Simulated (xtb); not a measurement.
xtb 6.7.1, GFN2-xTB: Ca(Br)(acac) (CC1=CC(C)=[O]->[Ca]([Br])[O]1), 16 atoms. The geometry is a generated start, not checked to be a minimum at this level.

| Item | Result |
|---|---|
| method | GFN2-xTB |
| --acc | 1 (default) |
| --etemp (K) | 300 (default) |
| detailed input (--input) | none: ANC optimiser, Lindh (1995) Hessian, microcycle=20, maxdispl=1.0, hlow=0.01 (default) |
| basis functions | 55 |
| valence electrons | 48 |

```xyz
16

Ca    -0.4171     2.5659     0.3583
Br    -0.9017     5.0171     0.6769
C      0.5268    -0.4317    -2.5378
C      0.1940     0.2088    -1.2107
C      0.1045    -0.6129    -0.0839
C     -0.1888    -0.1927     1.2152
C     -0.2403    -1.2320     2.3099
O     -0.4167     1.0011     1.5552
O      0.0174     1.4579    -1.2124
H      0.6762    -1.5023    -2.4512
H     -0.2824    -0.2312    -3.2391
H      1.4281     0.0318    -2.9380
H      0.2791    -1.6667    -0.2314
H     -1.2340    -1.2243     2.7571
H     -0.0159    -2.2274     1.9419
H      0.4705    -0.9614     3.0898
```

The structure is relaxed from this start with --opt LEVEL for the levels crude, sloppy, loose, lax, normal, tight, vtight, extreme, once each. Up to the end of the extreme run atoms move by at most 2.5 Å along an axis.

Question: Choose the cheapest level whose final energy lies within 20 meV of that of extreme.

Answer: tight: 57 cycles against 60, ending 0.0057 meV above.

```json
[
 {"level": "crude", "cycles": "1", "energy above the extreme run (meV)": "130", "gradient norm (eV/Å)": "0.073"},
 {"level": "sloppy", "cycles": "1", "energy above the extreme run (meV)": "130", "gradient norm (eV/Å)": "0.073"},
 {"level": "loose", "cycles": "1", "energy above the extreme run (meV)": "130", "gradient norm (eV/Å)": "0.073"},
 {"level": "lax", "cycles": "1", "energy above the extreme run (meV)": "130", "gradient norm (eV/Å)": "0.073"},
 {"level": "normal", "cycles": "2", "energy above the extreme run (meV)": "130", "gradient norm (eV/Å)": "0.024"},
 {"level": "tight", "cycles": "57", "energy above the extreme run (meV)": "under 0.01", "gradient norm (eV/Å)": "0.012"},
 {"level": "vtight", "cycles": "60", "energy above the extreme run (meV)": "under 0.01", "gradient norm (eV/Å)": "0.0019"},
 {"level": "extreme", "cycles": "60", "energy above the extreme run (meV)": "—", "gradient norm (eV/Å)": "0.0019"}
]
```
